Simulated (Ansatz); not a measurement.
Take PbS in the rock salt structure (space group Fm-3m, No. 225; a = 6.0092 Å) as the base.

Calculations: PBE (Ansatz, a first-principles code, PAW, no SOC).

One change was made to it. Results:

```tsv
quantity	base	after
lattice parameter a	11.356 bohr	11.334 bohr
valley order (the lowest conduction-band minima on the path, energy above the VBM, named in the base's zone)	L along ⟨111⟩ 0.49 eV; a point along ⟨110⟩, about 0.6 Å⁻¹ from Γ 1.36 eV	L along ⟨111⟩ 0.47 eV; a point along ⟨110⟩, about 0.6 Å⁻¹ from Γ 1.35 eV
```

### Question
Which change produced these results?
(A) pressure 0.3 GPa
(B) pressure 3 GPa
(C) pressure 0.7 GPa
(D) pressure −2 GPa

### Answer
A, pressure 0.3 GPa. For comparison, the valley order in the other runs: pressure −2 GPa gives L along ⟨111⟩ 0.62 eV; a point along ⟨110⟩, about 0.6 Å⁻¹ from Γ 1.45 eV; pressure 3 GPa gives L along ⟨111⟩ 0.31 eV; a point along ⟨110⟩, about 0.7 Å⁻¹ from Γ 1.23 eV; pressure 0.7 GPa gives L along ⟨111⟩ 0.45 eV; a point along ⟨110⟩, about 0.6 Å⁻¹ from Γ 1.33 eV.

With Pb present, leaving out spin-orbit coupling can change the band edges. The levels and masses belong to the bands next to the band gap. Load acts through the strain it causes; cell and atoms are relaxed under it. Stability against distortions was not tested. The base started in P3_121 and relaxed to Fm-3m at this level.
